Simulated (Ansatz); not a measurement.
Functionals compared on a constructed model of the (111)A surface of 3C silicon carbide, Si-terminated, (√3x√3)R30° Bi adatom at T4 (bottom of the slab: 3 H on 3 bottom sites), in Ansatz (plane waves, PAW). The structure was relaxed with PBE; the other rows are single points on it. Cutoff 420 eV (500 eV for r2SCAN). HSE06 used the coarser mesh 4x4x1.

Set-up: 28 atoms, 11.4 Å thick at the start with caps and adatoms (thin: gaps and levels are the slab's own); mesh 6x6x1; 0.025 eV smearing; dipole correction on; 6 atoms held, the rest relaxed; symmetry of the start imposed; no spin, no spin-orbit, no U. In PBE it is, or lies within 0.01 eV a 1x1 cell of, the lowest of the 2 structures of its composition computed so far; subsurface sites and larger cells were not tried. These notes are the PBE run's.

```csv
functional,gap of the slab on its k-mesh (eV),highest filled level below the top vacuum level (eV),rough cost of the single point
PBE,1.66,4.85,–
r2SCAN,___,___,roughly 70 core-seconds
```

Q: What belongs in the gaps?

A: 
- r2SCAN, gap of the slab on its k-mesh (eV): 1.96
- r2SCAN, highest filled level below the top vacuum level (eV): 5.08

Ansatz is an electronic-structure program.
